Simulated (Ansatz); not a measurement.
Take an 8-atom supercell of BeS in the zinc blende structure (space group F-43m, No. 216; a = 4.876 Å) at its relaxed geometry as the base.

Computed with Ansatz (a program for electronic structure) PBE, no spin-orbit coupling.

One neutral defect a cell, atoms relaxed at fixed cell.

One change was made to it. Results:

| quantity | base | after |
|---|---|---|
| pressure | 0.0 GPa | 22.3 GPa |
| largest displacement of a host atom from its site in the perfect cell | – | 1.05 Å |

Name the change that was made.
A) Be interstitial (started 1.99 Å from the nearest host atom)
B) S interstitial (started 1.99 Å from the nearest host atom)
C) Ti on a Be site, symmetric start
D) Be vacancy

B, S interstitial (started 1.99 Å from the nearest host atom). For comparison, the pressure in the other runs: Be interstitial (started 1.99 Å from the nearest host atom) gives 7.0 GPa; Be vacancy gives -0.3 GPa; Ti on a Be site, symmetric start gives 13.9 GPa.

Other magnetic orders, which the real material may have, were not ruled out. The cell is small, so the values are those of an ordered compound at a high defect concentration; dilute-limit values will differ. A case with no gap was solved on a k-mesh chosen for an insulator, which is coarse for it. Defects with a symmetric start kept the site's symmetry and may sit on a saddle; the others started slightly shaken. Seeded moments were not kept for S interstitial (started 1.99 Å from the nearest host atom) and Be interstitial (started 1.99 Å from the nearest host atom).
